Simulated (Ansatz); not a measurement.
C on the 1x1 (111) surface of fcc Ni, ferromagnetic, one in a 1x1 cell, energies for each (5.4 Å²). Energies are against an atom of graphite, without zero-point or thermal terms; each row is named by its start.

Calculation: PBE (plane waves to 420 eV, PAW; Ansatz, an electronic-structure program).

Model: 5-atom slab, 6.0 Å thick at the start under the adsorbate (thin: gaps and levels are the slab's own), 14x14x1 mesh, Fermi-Dirac 0.1 eV, dipole correction, 2 atoms held, the rest relaxed; each run with such symmetry as its start has; spin-polarised, no spin-orbit, no U, no dispersion correction.

A negative adsorption energy means that the adsorbate is more stable on the surface than in its reference. Starts that drift may end in the same place. Heights count from the host atoms within 0.3 Å of the top one.

```csv
starting site,E_ads (eV),height (Å),nearest host atom (Å),bonded to,Δ work function (eV),lateral drift (Å),moment (μB)
top Ni,3.48,1.71,Ni 1.71,Ni,…,0.0,2.0
hollow Ni-Ni-Ni over Ni at depth 2.0 Å,2.84,1.18,Ni 1.86,3 Ni,1.35,0.0,2.2
hollow Ni-Ni-Ni over Ni at depth 4.0 Å,2.83,1.16,Ni 1.85,3 Ni,1.30,0.0,2.1
bridge Ni-Ni (span 2.5 Å),2.83,1.16,Ni 1.85,3 Ni,1.30,0.7,2.1
```

Q: Fill in the missing entries.

A: 
- top Ni, Δ work function (eV): 1.63
